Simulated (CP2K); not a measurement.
CP2K run on TlBi₂ (P6/mmm, 3 atoms in the cell): self-consistent single point.

Method: PBEsol, GPW, DZVP-MOLOPT-SR-GTH basis, GTH-PBE potentials (GTH_POTENTIALS) (CP2K).

```
TlBi2
1.0
    5.70866     0.00000     0.00000
   -2.85433     4.94384     0.00000
    0.00000     0.00000     3.39376
Tl Bi
1 2
Direct
  0.00000   0.00000   0.00000
  0.66667   0.33333   0.50000
  0.33333   0.66667   0.50000
```

Reference input (self-consistent single point, DFT LDA (Pade form), GPW, DZVP-MOLOPT-SR-GTH basis, GTH-PADE potentials (GTH_POTENTIALS)): CUTOFF = 500 Ry; REL_CUTOFF = 50 Ry; SMEAR/METHOD = GAUSSIAN; SIGMA = 0.136 eV; KPOINTS/SCHEME = MONKHORST-PACK 6 6 8; GAMMA_CENTERED = T; XC_FUNCTIONAL = PADE; Tl/BASIS_SET = DZVP-MOLOPT-SR-GTH; Tl/POTENTIAL = GTH-PADE-q13; Bi/BASIS_SET = DZVP-MOLOPT-SR-GTH; Bi/POTENTIAL = GTH-PADE-q5; METHOD = GPW. This run's input differs from it in these lines:

```diff
@@ -43,3 +43,6 @@
     &XC
-      &XC_FUNCTIONAL PADE
+      &XC_FUNCTIONAL
+        &PBE
+          PARAMETRIZATION PBESOL
+        &END PBE
       &END XC_FUNCTIONAL
@@ -75,3 +78,3 @@
       BASIS_SET DZVP-MOLOPT-SR-GTH
-      POTENTIAL GTH-PADE-q13
+      POTENTIAL GTH-PBE-q13
     &END KIND
@@ -79,3 +82,3 @@
       BASIS_SET DZVP-MOLOPT-SR-GTH
-      POTENTIAL GTH-PADE-q5
+      POTENTIAL GTH-PBE-q5
     &END KIND
```

Output (repeated stretches shortened):

```
 SCF WAVEFUNCTION OPTIMIZATION

  Step     Update method      Time    Convergence         Total energy    Change
     1 NoMix/Diag. 0.30E+00      -     0.35150005       -60.9825312708 -6.10E+01
     2 Broy./Diag. 0.30E+00      -     0.02888070       -61.2472325858 -2.65E-01
     3 Broy./Diag. 0.30E+00      -     0.03078704       -61.0066483477  2.41E-01
     4 Broy./Diag. 0.30E+00      -     0.00513143       -60.8802735520  1.26E-01
     5 Broy./Diag. 0.30E+00      -     0.00099016       -60.8780031968  2.27E-03
     6 Broy./Diag. 0.30E+00      -     0.00047637       -60.8824285682 -4.43E-03
     7 Broy./Diag. 0.30E+00      -     0.00004222       -60.8833634569 -9.35E-04
     8 Broy./Diag. 0.30E+00      -     0.00002948       -60.8830553953  3.08E-04
     9 Broy./Diag. 0.30E+00      -     0.00000101       -60.8830247348  3.07E-05
    10 Broy./Diag. 0.30E+00      -     0.00000179       -60.8830181439  6.59E-06
    11 Broy./Diag. 0.30E+00      -     0.00000002       -60.8830179089  2.35E-07
  *** SCF run converged in    11 steps ***

  Overlap energy of the core charge distribution:               0.00000000000455
  Self energy of the core charge distribution:               -109.99365517265761
  Core Hamiltonian energy:                                     29.94299722125190
  Hartree energy:                                              28.39798934796333
  Exchange-correlation energy:                                 -9.22976445507209
  Smearing free energy correction:                             -0.00058485033856
  Fermi energy:                                                 0.21136722745610

  Total energy:                                               -60.88301790886585
  Total energy (extrapolated to sigma->0):                    -60.88272548369657

   [... lines left out ...]

 STRESS| Analytical stress tensor [bar]
 STRESS|                        x                   y                   z
 STRESS|      x       -7.29679408915E+02   2.65488447385E-01  -1.37485434376E-10
 STRESS|      y        2.65488447385E-01  -7.29095963306E+02   3.01387755447E-10
 STRESS|      z       -1.37485434376E-10   3.01387755447E-10  -3.54591062838E+03
 STRESS| 1/3 Trace                                            -1.66822866687E+03
```

The run converged in 11 iterations. Against the reference run the pressure goes from -2.64 to -0.17 GPa.

The starting cell comes from a database of computed structures (which also holds hypothetical and non-ambient phases and stackings), without a prior relaxation at this level. Values carry the incompleteness of an atom-centred basis. The potentials were made for another functional than the one used.

Cost on one core of a shared machine: roughly 70 s.
